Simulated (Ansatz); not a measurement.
# Pressure series in BAs

The reference is BAs in the wurtzite structure (space group P6_3mc, No. 186; a cell from a computed database, its experimental status unchecked).

```xyz
4
Lattice="3.3544 0.0000 0.0000 -1.6772 2.9050 0.0000 0.0000 0.0000 5.5538" Properties=species:S:1:pos:R:3 pbc="T T T"
B      0.0000     1.9367     2.0803
B      1.6772     0.9683     4.8572
As     0.0000     1.9367     0.0024
As     1.6772     0.9683     2.7793
```

Cell and atoms are relaxed at each pressure.

Levels (all Ansatz, a quantum-chemistry and plane-wave program, PAW): PBEsol (420 eV, without spin-orbit coupling); HSE06 (420 eV, without spin-orbit coupling).

Band gaps by level, all at the geometries relaxed with PBEsol:

```csv
case,PBEsol,HSE06
base,1.02 eV,1.76 eV
pressure −2 GPa,1.03 eV,1.78 eV
pressure −1 GPa,1.03 eV,1.77 eV
pressure 0.7 GPa,1.01 eV,1.76 eV
pressure 1.5 GPa,1.01 eV,1.75 eV
pressure 3 GPa,1.00 eV,1.74 eV
pressure 5 GPa,0.98 eV,1.72 eV
pressure 7.5 GPa,0.96 eV,1.70 eV
```

Single points use the geometry relaxed with PBEsol. HSE06 gaps are upper bounds (no full band path). Load acts through the strain it causes; cell and atoms are relaxed under it. Whether these cells are dynamically stable was not tested. Competing high-pressure phases were not computed. This is not the structure that BAs has at room temperature and ambient pressure.
